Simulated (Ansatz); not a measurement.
The parent structure is MgS in the rock salt structure (space group Fm-3m, No. 225; a = 5.1820 Å).

It is then changed as follows: a hydrostatic pressure of 7.5 GPa.

Levels (all Ansatz, a first-principles code, PAW): PBEsol (420 eV, no spin-orbit coupling); HSE06 (420 eV, no spin-orbit coupling).

The geometry is relaxed with PBEsol.

PBEsol band gap: 2.88 eV

Task: What does HSE06 give at this geometry for the band gap?

Result: The band gap rises by 1.14 eV to 4.02 eV.

Single points use the geometry relaxed with PBEsol. HSE06 was sampled on its mesh, a few special points and the semilocal edge points, so its gap is an upper bound. Load acts through the strain it causes; cell and atoms are relaxed under it. No phonon test of stability was made. No other phases were tried under pressure.
